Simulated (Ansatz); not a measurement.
A computed series for WB2: pressure series

Take WB2 (space group P6_3/mmc, No. 194) as the base.

```
CELL_PARAMETERS angstrom
      3.00258     0.00000     0.00000
     -1.50129     2.60031     0.00000
      0.00000     0.00000    13.92404
ATOMIC_POSITIONS crystal
  B  0.33333 0.66667 0.52344
  B  0.66667 0.33333 0.47656
  B  0.66667 0.33333 0.02344
  B  0.33333 0.66667 0.97656
  B  0.00000 0.00000 0.25000
  B  0.00000 0.00000 0.75000
  B  0.66667 0.33333 0.25000
  B  0.33333 0.66667 0.75000
  W  0.33333 0.66667 0.13563
  W  0.66667 0.33333 0.86437
  W  0.66667 0.33333 0.63563
  W  0.33333 0.66667 0.36437
```

Cell and atoms are relaxed at each pressure.

Level of theory: PBEsol/PAW in Ansatz (a program for electronic structure), no spin-orbit coupling.

```
pressure (GPa)  volume per atom (Å³/atom)
--------------  -------------------------
-2                                  9.114
-1                                  9.086
0                                   9.060
0.3                                 9.052
0.7                                     ?
1.5                                 9.020
5                                   8.929
7.5                                 8.868
10                                  8.808
```

Question: Fit the third-order Birch–Murnaghan form P(V) = (3B₀/2)[(V₀/V)^(7/3) − (V₀/V)^(5/3)]·[1 + (3/4)(B₀′ − 4)((V₀/V)^(2/3) − 1)] (squares taken in P) to the rows shown and predict the withheld row.

Answer: Least squares on the printed values gives V₀ = 9.060 Å³/atom, B₀ = 337 GPa, B₀′ = 3.7; this predicts 9.041 Å³/atom, and the run gives 9.041 Å³/atom, in agreement.

Load acts through the strain it causes; cell and atoms are relaxed under it. Whether these cells are dynamically stable was not tested. Competing high-pressure phases were not computed. The final runs are not spin-polarised.
